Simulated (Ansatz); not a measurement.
Pt, response to strain

Consider Pt in the fcc (Cu type) structure (space group Fm-3m, No. 225; a = 3.895 Å; relaxed with 0.1 eV smearing). Axes: x, y, z lie along the cube axes.

Strains are applied to the cell and any free atomic positions relax.

Level of theory: Kohn–Sham DFT with the LDA functional, run in Ansatz (a quantum-chemistry and plane-wave program) with PAW and 420 eV plane waves, without spin-orbit coupling.

Notes on the quantities. pressure: mean of the normal stresses, compression positive; energy relative to the base: free energy F.

```tsv
change	pressure	energy relative to the base	volume per atom
base	0.0 GPa	0 meV/atom	14.78 Å³
uniaxial strain ε_zz = −3.00 %	10.2 GPa	+17 meV/atom	14.33 Å³
uniaxial strain ε_zz = −2.50 %	8.3 GPa	+12 meV/atom	14.41 Å³
uniaxial strain ε_zz = −2.00 %	6.6 GPa	+7.3 meV/atom	14.48 Å³
uniaxial strain ε_zz = −1.50 %	4.8 GPa	+4.1 meV/atom	14.56 Å³
uniaxial strain ε_zz = −1.00 %	3.2 GPa	+1.8 meV/atom	14.63 Å³
uniaxial strain ε_zz = −0.50 %	…	+0.4 meV/atom	14.70 Å³
uniaxial strain ε_zz = +0.50 %	-1.5 GPa	+0.4 meV/atom	14.85 Å³
uniaxial strain ε_zz = +1.50 %	-4.3 GPa	+3.8 meV/atom	15.00 Å³
uniaxial strain ε_zz = +3.00 %	-8.2 GPa	+15 meV/atom	15.22 Å³
```

Task: Some entries are withheld; estimate them.

Result: 
- uniaxial strain ε_zz = −0.50 %, pressure: 1.6 GPa

No phonon test of stability was made. All final runs are without spin polarisation. Pt lies near a magnetic instability that expansion can trigger; it was not tested.
